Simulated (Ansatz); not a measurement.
Input for (Ti,Hf)Si2 alloy cell HfTiSi4 (ZrSi2 (C49) type start):

Ansatz 0.2 input:
```yaml
crystal:
  lattice:
    - [-0.00730309, 0.003017672, 7.245666091]
    - [1.806547959, -7.095044717, 3.618075834]
    - [7.23847636, -0.003033486, -3.630094924]
  atoms:
    - { symbol: Ti, position: [0.011802619, 0.796139391, 0.055762234] }
    - { symbol: Hf, position: [0.49719178, 0.787838291, 0.047637389] }
    - { symbol: Hf, position: [0.262224226, 0.788464197, 0.557886377] }
    - { symbol: Ti, position: [0.747537005, 0.795638629, 0.547414853] }
    - { symbol: Ti, position: [0.752463371, 0.20436159, 0.452585445] }
    - { symbol: Hf, position: [0.237775734, 0.211536013, 0.442113467] }
    - { symbol: Hf, position: [1.00280802, 0.212162593, 0.952363252] }
    - { symbol: Ti, position: [0.488196882, 0.20386081, 0.944237262] }
    - { symbol: Si, position: [0.45109618, 0.102989392, 0.230290678] }
    - { symbol: Si, position: [0.918082217, 0.105767538, 0.216133301] }
    - { symbol: Si, position: [0.672711532, 0.125076674, 0.720634253] }
    - { symbol: Si, position: [0.185063394, 0.103160705, 0.722721591] }
    - { symbol: Si, position: [0.314936642, 0.896838882, 0.277278714] }
    - { symbol: Si, position: [0.827289158, 0.874922846, 0.279366033] }
    - { symbol: Si, position: [0.581917414, 0.89423239, 0.783866785] }
    - { symbol: Si, position: [0.04890435, 0.897009877, 0.769709309] }
    - { symbol: Si, position: [0.808082844, 0.50202252, 0.379263231] }
    - { symbol: Si, position: [0.319186176, 0.49897443, 0.36982626] }
    - { symbol: Si, position: [0.058341888, 0.515370195, 0.872318679] }
    - { symbol: Si, position: [0.561291912, 0.485639976, 0.878182952] }
    - { symbol: Si, position: [0.938708358, 0.514359018, 0.121816873] }
    - { symbol: Si, position: [0.441657465, 0.484630622, 0.127681078] }
    - { symbol: Si, position: [0.180814116, 0.501025448, 0.630174137] }
    - { symbol: Si, position: [0.691916713, 0.497977989, 0.620735848] }
basis:
  ecutwfc: 420
  ecutrho_ratio: 4
  xc_grid: 2
kpoints:
  mp_grid: { grid: [6, 5, 5] }
hamiltonian:
  xc: pbe
  dispersion: none
  pseudopotentials: { kind: paw }
scf:
  n_extra_bands: 32
  occupations: { method: fermi_dirac, width: 0.05 }
output:
  forces: true
  stress: true
relax:
  f_tol: 0.03
  max_steps: 90
  cell: { stress_tol: 0.15 }
```

These are PBE (plane waves to 420 eV, PAW; Ansatz, a first-principles code) values and carry that method's errors. No spin–orbit coupling; the runs are not spin-polarised. Its k-point mesh 6×5×5, Fermi–Dirac width 0.05 eV.

Problem. What does the end of the output print (band table and long remarks left out, numbers rounded to eight decimals)?

Solution. 
```
SCF converged after 6 iterations
Free energy (F): -83070.173818 eV
Harris-Foulkes:  -83070.173818 eV  (|F-HF|=2.91e-11)
Internal energy: -83070.123944 eV  (E = F + TS)
E sigma→0 (E₀):  -83070.148881 eV
Entropy (-TS):   -0.049874 eV (-2.078 meV/atom)
Fermi energy:    14.120019 eV
--- Per-component energies (eV) ---
  E_band       = -564.309632
  E_kinetic    = 3470.107505
  E_local      = -32054.333182  (includes V_loc(G=0)·N_el)
  E_nonlocal   = -4535.448131
  E_hartree    = 14959.779776
  E_xc         = -2496.339848
  E_vxc        = -2333.075279  (∫ρ·V_xc dr)
  E_paw        = -40104.550159  (= ΣΔE_a)
  E_vpaw       = 4968.879265  (= ΣTr[D̂ρ^β])
  E_aug_tail   = 0.000589  (compensation charges beyond the density's cutoff)
  E_ewald      = -22309.340495
  E_smearing   = -0.049874  (= −TS)
  E_closure    = 0.000000  (closes the sum)
  Σ components = -83070.173818   (vs F -83070.173818, Δ=0.00e0)
--- Forces (eV/Å), atoms counted from 1 ---
  atom   1  Ti    -0.01717135     0.00067011     0.01617361
  atom   2  Hf     0.00184956    -0.00528556    -0.00329998
  atom   3  Hf    -0.00017663    -0.00682638     0.00974960
  atom   4  Ti     0.01712203    -0.00223616    -0.00171114
  atom   5  Ti    -0.01712203     0.00223616     0.00171114
  atom   6  Hf     0.00017663     0.00682638    -0.00974960
  atom   7  Hf    -0.00184956     0.00528556     0.00329998
  atom   8  Ti     0.01717135    -0.00067011    -0.01617361
  atom   9  Si     0.01058152    -0.00357229     0.01886265
  atom  10  Si    -0.00946610    -0.00372351    -0.00879581
  atom  11  Si     0.00146444     0.01269466     0.00017358
  atom  12  Si     0.00334618     0.00011261     0.00185374
  atom  13  Si    -0.00334618    -0.00011261    -0.00185374
  atom  14  Si    -0.00146444    -0.01269466    -0.00017358
  atom  15  Si     0.00946610     0.00372351     0.00879581
  atom  16  Si    -0.01058152     0.00357229    -0.01886265
  atom  17  Si    -0.00114984     0.00877732     0.00176198
  atom  18  Si    -0.00397977     0.00611056    -0.00115330
  atom  19  Si     0.00040114     0.01913178    -0.00328430
  atom  20  Si     0.00012635     0.00255905     0.00362294
  atom  21  Si    -0.00012635    -0.00255905    -0.00362294
  atom  22  Si    -0.00040114    -0.01913178     0.00328430
  atom  23  Si     0.00397977    -0.00611056     0.00115330
  atom  24  Si     0.00114984    -0.00877732    -0.00176198
  max |Σ_I F_I| component: 2.17e-19 eV/Å
--- Stress (GPa, compression-positive) ---
       -0.106799      -0.020462      -0.005465
       -0.020462      -0.056523      -0.049150
       -0.005465      -0.049150       0.059096
  P = ⅓ Tr σ = -0.0347 GPa (-0.347 kbar)
--- Relaxed structure (4 steps of the walk, 4 accepted, 1 SCFs on fresh bases) ---
  F+E_penalty+E_count = -83070.17381838 eV   max|allowed force component| = 1.913e-2 eV/Å   (the final SCF, on the basis selected at the relaxed cell)
  cell:  # Å, volume = 370.6467 Å³
    - [-0.00162694, 0.00321059, 7.23592579]
    - [1.81230978, -7.06185630, 3.61443038]
    - [7.25269808, -0.00175448, -3.61953078]
  atoms:
    - { symbol: Ti, position: [0.00893301, 0.78954611, 0.05478842] }
    - { symbol: Hf, position: [0.50232584, 0.79203318, 0.04960342] }
    - { symbol: Hf, position: [0.25607904, 0.79228149, 0.55432933] }
    - { symbol: Ti, position: [0.75564867, 0.78897693, 0.55051785] }
    - { symbol: Ti, position: [0.74435133, 0.21102307, 0.44948215] }
    - { symbol: Hf, position: [0.24392096, 0.20771851, 0.44567067] }
    - { symbol: Hf, position: [0.99767416, 0.20796682, 0.95039658] }
    - { symbol: Ti, position: [0.49106699, 0.21045389, 0.94521158] }
    - { symbol: Si, position: [0.43957162, 0.11242386, 0.22379144] }
    - { symbol: Si, position: [0.91950573, 0.11313260, 0.21988205] }
    - { symbol: Si, position: [0.67603268, 0.11858798, 0.72045383] }
    - { symbol: Si, position: [0.18032639, 0.11153005, 0.72200416] }
    - { symbol: Si, position: [0.31967361, 0.88846995, 0.27799584] }
    - { symbol: Si, position: [0.82396732, 0.88141202, 0.27954617] }
    - { symbol: Si, position: [0.58049427, 0.88686740, 0.78011795] }
    - { symbol: Si, position: [0.06042838, 0.88757614, 0.77620856] }
    - { symbol: Si, position: [0.81003033, 0.50014794, 0.37659344] }
    - { symbol: Si, position: [0.31479729, 0.50042317, 0.37325440] }
    - { symbol: Si, position: [0.06196708, 0.50550186, 0.87389454] }
    - { symbol: Si, position: [0.56148864, 0.49537525, 0.87606101] }
    - { symbol: Si, position: [0.93851136, 0.50462475, 0.12393899] }
    - { symbol: Si, position: [0.43803292, 0.49449814, 0.12610546] }
    - { symbol: Si, position: [0.18520271, 0.49957683, 0.62674560] }
    - { symbol: Si, position: [0.68996967, 0.49985206, 0.62340656] }
```

Cost: about 16 core-minutes (a rough figure).
